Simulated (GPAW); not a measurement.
Worked example: self-consistent single point of NiTeSe (P3m1, 3 atoms in the cell) in GPAW.

Level of theory: PBEsol+U, GPAW PAW datasets PBEsol (made by gpaw-setup) (plane waves; GPAW).

```
CELL_PARAMETERS angstrom
      3.67925     0.00000     0.00000
     -1.83963     3.18632     0.00000
      0.00000     0.00000     5.10108
ATOMIC_POSITIONS crystal
  Ni 0.00000 0.00000 0.01287
  Te 0.66667 0.33333 0.74931
  Se 0.33333 0.66667 0.23782
```

Reference input (self-consistent single point, DFT PBEsol, plane waves, GPAW PAW datasets PBEsol (made by gpaw-setup)): mode = pw; ecut = 800 eV; xc = PBEsol; kpts = 7 7 5; mesh shift (steps) = 0 0 0; occupations.name = fermi-dirac; occupations.width = 0.1 eV; nbands = -7; symmetry.symmorphic = false; symmetry.tolerance = 0.0005; maxiter = 120. This run's input differs from it in these lines:

```diff
@@ -15,2 +15,3 @@
             xc='PBEsol',
+            setups={'Ni': ':d,8.0'},
             kpts=(7, 7, 5),
```

Log, with long lists cut:

```
     iter     time        total  log10-change:
                         energy   eigst   dens
iter:   1 --:--:--   -15.309968
iter:   2 --:--:--   -13.438682   -0.63  -1.20
iter:   3 --:--:--   -12.111188   -0.70  -1.27
iter:   4 --:--:--   -12.017696   -1.23  -1.46
iter:   5 --:--:--   -12.729642   -1.58  -1.45
   [... 3 lines left out ...]
iter:   9 --:--:--   -12.078949   -3.76  -1.93
iter:  10 --:--:--   -12.059735   -3.84  -1.86
iter:  11 --:--:--   -12.000594   -2.21  -1.88
iter:  12 --:--:--   -11.993165   -3.54  -2.27
iter:  13 --:--:--   -11.993706c  -4.48  -2.69
iter:  14 --:--:--   -11.997386c  -3.79  -2.77
iter:  15 --:--:--   -11.997541c  -5.38  -3.16
iter:  16 --:--:--   -11.997603c  -6.34  -3.24
iter:  17 --:--:--   -11.998030c  -4.55  -3.26
iter:  18 --:--:--   -11.998025c  -6.45  -3.69
iter:  19 --:--:--   -11.998026c  -6.79  -3.77
iter:  20 --:--:--   -11.998031c  -6.61  -3.85
iter:  21 --:--:--   -11.998043c  -6.94  -3.91
iter:  22 --:--:--   -11.998052c  -6.96  -4.02c
iter:  23 --:--:--   -11.998061c  -6.91  -4.07c
iter:  24 --:--:--   -11.998064c  -6.96  -4.13c
iter:  25 --:--:--   -11.998063c  -8.30c -4.60c
Converged after 25 iterations.

Dipole moment: (1.058672, -0.611224, -0.841358) |e|*Ang

Energy contributions relative to reference atoms: (reference = -292102.829014)

Kinetic:        +33.633377
Potential:      -27.427491
External:        +0.000000
XC:             -18.232059
Entropy (-ST):   -0.040199
Local:           +0.048209
SIC:             +0.000000
--------------------------
Free energy:    -12.018163
Extrapolated:   -11.998063

Showing only first 2 kpts
 Kpt  Band  Eigenvalues  Occupancy
  0    12      7.78420    0.44300
  0    13      8.98235    0.00000
  0    14      8.98236    0.00000
  0    15      9.61830    0.00000

  1    12      7.62196    1.18074
  1    13      8.66949    0.00008
  1    14      9.20611    0.00000
  1    15      9.20612    0.00000

Fermi level: 7.65851

No gap
No difference between direct/indirect transitions
Energy (eV): -11.998063

Forces in eV/Ang:
  0 Ni    0.00000   -0.00000    0.04662
  1 Te    0.00000    0.00000   -0.12946
  2 Se   -0.00000   -0.00000    0.08613

Stress tensor:
     0.006614    -0.000000    -0.000000
    -0.000000     0.006614     0.000000
    -0.000000     0.000000     0.010507
Stress (GPa, Voigt): [ 1.0596  1.0596  1.6834  0.     -0.     -0.    ]
```

The run converged in 25 iterations. GPAW prints stress with tension positive. Against the reference run the pressure goes from -0.12 to -1.27 GPa and the largest force goes from 0.248 to 0.129 eV/Å.

The starting cell comes from a database of computed structures (which also holds hypothetical and non-ambient phases and stackings), without a prior relaxation at this level. Its lattice was rescaled by a random factor within 2.5 % of one. Spin polarisation is off, so a magnetic state, if there is one, cannot be reached. The U value is a test value, and with U on an open shell several self-consistent states can exist.

Cost on one core of a shared machine: roughly 2 min.
